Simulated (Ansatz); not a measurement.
A one-dimensional Br body, 1 atoms a period, stretched and compressed along its axis from its relaxed period of 2.566 Å, atoms relaxed at each length.

```xyz
1
Lattice="11.0000 0.0000 0.0000 0.0000 11.0000 0.0000 0.0000 0.0000 2.5657" Properties=species:S:1:pos:R:3 pbc="T T T"
Br     5.5000     5.5000     0.0000
```

Method: PBE (plane waves to 420 eV, PAW; Ansatz, a program for electronic structure). Mesh 1×1×142. No spin polarisation. One-dimensional cell, images about 11 Å apart. A hypothetical model. Only distortions within the start's symmetry and period were free. Pairing along the axis, which can open a gap, is among the distortions not tried. Values not marked SOC lack spin–orbit coupling. Buckling under compression is shut out by symmetry and the short period. Energies are free energies at a Fermi–Dirac width of 0.02 eV, from the unstrained cell.

```csv
strain (%),energy (meV a period),axial force (nN)
-3.0,+22,-0.97
-1.5,+5,-0.45
0.0,0,-0.01
+1.5,+5,+0.39
+3.0,+18,+0.71
```

The slope of the force at zero strain is 28 nN.
